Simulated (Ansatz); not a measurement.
Worked example: self-consistent single point of LaNiGe3 (I4mm, 5 atoms in the cell) in Ansatz (a first-principles code).

Method: LDA (PW92), default PAW files made with PBE (plane waves; Ansatz).

```yaml
crystal:
  lattice:
    - [-2.19443, 2.19443, 4.82653]
    - [2.19443, -2.19443, 4.82653]
    - [2.19443, 2.19443, -4.82653]
  atoms:
    - { symbol: La, position: [0.57708, 0.57708, 0.00000] }
    - { symbol: Ni, position: [0.23409, 0.23409, 0.00000] }
    - { symbol: Ge, position: [0.82993, 0.32993, 0.50000] }
    - { symbol: Ge, position: [0.32993, 0.82993, 0.50000] }
    - { symbol: Ge, position: [0.99096, 0.99096, 0.00000] }
```

Reference input (self-consistent single point, DFT, LDA (PW92), plane waves, default PAW files made with PBE): basis.ecutwfc = 420 eV; kpoints.mp_grid.grid = 8 8 8; hamiltonian.xc = lda; hamiltonian.pseudopotentials = {kind: paw} (the program's default PAW files); scf.occupations.method = gaussian; scf.occupations.width = 0.1 eV. This run's input differs from it in these lines:

Ansatz 0.2 input:
```diff
@@ -16,3 +16,3 @@
   mp_grid:
-    grid: [8, 8, 8]
+    grid: [11, 11, 11]
 hamiltonian:
```

Output (repeated stretches shortened):

```
SCF iter   1: F=—  HF=-24500.152437 eV  |F-HF|=—  |Δ(HF+E_count)|=         —  Δρ=1.02e-2  dr2=5.73e-2  ethr=1.77e-3  ⟨swp⟩=5.8  Hψ=17910  notcnv=0
all-band conjugate gradients solve this SCF's bands
preconditioner: auto → Kerker (q_TF=auto, 2.608 Å⁻¹)
SCF iter   2: F=—  HF=-24500.141694 eV  |F-HF|=—  |Δ(HF+E_count)|=   1.07e-2  Δρ=3.76e-3  dr2=1.29e-2  ethr=8.07e-5  ⟨swp⟩=2.0  Hψ=11582  notcnv=0  defer=261
   [... lines left out ...]
SCF iter   5: F=—  HF=-24500.137035 eV  |F-HF|=—  |Δ(HF+E_count)|=   3.45e-5  Δρ=1.92e-4  dr2=2.84e-5  ethr=1.55e-7  ⟨swp⟩=2.0  Hψ=9358  notcnv=0  defer=261
SCF iter   6: F=—  HF=-24500.137007 eV  |F-HF|=—  |Δ(HF+E_count)|=   2.83e-5  Δρ=4.32e-5  dr2=2.48e-6  ethr=3.99e-8  ⟨swp⟩=2.0  Hψ=9156  notcnv=0  defer=262
SCF iter   7: F=—  HF=-24500.137007 eV  |F-HF|=—  |Δ(HF+E_count)|=   3.58e-7  Δρ=1.48e-5  dr2=2.92e-7  ethr=3.50e-9  ⟨swp⟩=2.0  Hψ=9262  notcnv=0  defer=262
SCF iter   8: F=-24500.137007 eV  HF=-24500.137007 eV  |F-HF|=2.58e-8  |Δ(HF+E_count)|=   7.32e-8  Δρ=4.72e-6  dr2=2.11e-8  ethr=1.41e-10  ⟨swp⟩=10.2  Hψ=24378  notcnv=0
SCF 1 converged in 8 iterations: F = -24500.137007 eV  dr2 = 2.11e-8
Free energy (F): -24500.137007 eV
Internal energy: -24500.129848 eV  (E = F + TS)
E sigma→0 (E₀):  -24500.133427 eV
Entropy (-TS):   -0.007159 eV (-1.432 meV/atom)
Fermi energy:    13.369541 eV
--- Forces (eV/Å), atoms counted from 1 ---
  atom   1  La     0.00000000     0.00000000    -0.26285844
  atom   2  Ni    -0.00000000     0.00000000     0.02835418
  atom   3  Ge    -0.00000000     0.00000000     0.02577544
  atom   4  Ge     0.00000000     0.00000000     0.02577544
  atom   5  Ge    -0.00000000    -0.00000000     0.18293207
--- Stress (GPa, compression-positive) ---
       -4.200360       0.000000      -0.000000
        0.000000      -4.200360       0.000000
       -0.000000       0.000000      -4.717444
  P = ⅓ Tr σ = -4.3727 GPa (-43.727 kbar)
  The stress holds the Pulay correction. Without it, at fixed plane waves, as pw.x and ABINIT print it: P = -4.4084 GPa
```

The run converged in 8 iterations. Against the reference run the free energy goes up by 1.1 meV/atom, the pressure stays at -4.37 GPa and the largest force goes from 0.286 to 0.263 eV/Å.

The starting cell comes from a database of computed structures (which also holds hypothetical and non-ambient phases and stackings), without a prior relaxation at this level. Its lattice was rescaled by up to half a per cent. One atom was moved a little off its site on purpose. Spin polarisation is off. With a pressure of about -4 GPa the cell is away from its equilibrium volume at this level. Ansatz's pressure includes its estimate of the finite-basis (Pulay) stress.

Cost on one core of a shared machine: roughly 60 s.
